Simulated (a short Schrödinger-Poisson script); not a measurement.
# MOS inversion layer, Al2O3 on p-type InP

Structure: MOS inversion layer, Al2O3 on p-type InP, at 300 K.

```tsv
layer	material	thickness (nm)	Na (cm⁻³)
1	Al2O3	2.2	-
2	InP	520	8.4e17
```

The device is made up for the run: typed textbook-type constants, with dimensions and the other settings drawn at random. Al2O3: permittivity 9, conduction-band edge (eV) 3.03, gap (eV) 6.8, electron mass (mₑ) 0.3. InP: permittivity 12.5, conduction-band edge (eV) 0, gap (eV) 1.344, Nv at 300 K (cm⁻³) 1.1e19.

Channel valleys (confinement mass, in-plane density-of-states mass, number): Γ 0.08, 0.08, 1. At the gate the conduction-band edge of layer 1 lies 3.18 eV − eVg above the Fermi level of the channel; the field vanishes at the back. Gaps are held at their typed values at every temperature. Mesh 0.03 nm at interfaces.

From a short Schrödinger-Poisson script (our own, NumPy): 1D Poisson equation in equilibrium, electrons quantum, Hartree (BenDaniel-Duke, 12 states a valley, the channel's in-plane mass for all, wave functions free to enter the dielectric), parabolic valleys, classical holes, full ionisation, no traps, pinning or gate leakage.

| Vg (V) | electrons (cm⁻²) | C (μF/cm²) | Γ E0 (meV) | Γ E1 (meV) |
|---|---|---|---|---|
| 0.2 | 3.14e6 | 0.239 | 323.9 | 502.4 |
| 0.25 | 1.72e7 | 0.234 | 279.9 | 461.3 |
| 0.3 | 9.44e7 | 0.230 | 235.8 | 420.0 |
| 0.35 | 5.21e8 | 0.229 | 191.6 | 378.6 |
| 0.4 | 2.88e9 | 0.236 | 147.5 | 337.0 |
| 0.45 | 1.55e10 | 0.293 | 103.8 | 296.0 |
| 0.5 | 7.32e10 | 0.517 | 62.7 | 257.5 |
| 0.55 | 2.48e11 | 0.929 | 28.5 | 226.2 |
| 0.6 | 5.60e11 | 1.27 | 2.4 | 203.2 |
| 0.65 | 9.63e11 | 1.46 | -18.5 | 185.6 |
| 0.7 | 1.42e12 | 1.56 | -36.8 | 170.7 |
| 0.75 | 1.90e12 | 1.63 | -53.6 | 157.1 |
| 0.8 | 2.39e12 | 1.66 | -69.9 | 144.2 |
| 0.85 | 2.90e12 | 1.69 | -85.8 | 131.6 |
| 0.9 | 3.42e12 | 1.71 | -101.5 | 119.2 |
| 0.95 | 3.94e12 | 1.73 | -117.1 | 106.9 |
| 1 | 4.46e12 | 1.74 | -132.7 | 94.6 |

Gate voltages with under 1e6 electrons/cm² are left out.

Subbands count from the Fermi level.

Above a few 1e12 electrons/cm² a light Γ valley is non-parabolic and upper valleys begin to fill, which the model leaves out.
